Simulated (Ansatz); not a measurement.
Base system: Be in the hcp (Mg type) structure (space group P6_3/mmc, No. 194; a = 2.255 Å, c = 3.558 Å; relaxed with 0.1 eV smearing).

Method: PBEsol (Ansatz, a first-principles code), without spin-orbit coupling.

Strains are applied to the cell and any free atomic positions relax.

One change was made to it. Results:

The energy goes up by 16 meV/atom; the pressure (mean of the normal stresses, compression positive) goes from zero to -8.2 GPa.

**Question.** Which of these changes matches the shifts?
A. isotropic strain +0.50 %
B. isotropic strain −1.00 %
C. isotropic strain +2.50 %

**Answer.** C, isotropic strain +2.50 %. For comparison, the energy relative to the base in the other runs: isotropic strain −1.00 % gives +2.8 meV/atom; isotropic strain +0.50 % gives +0.7 meV/atom.

No phonon test of stability was made.
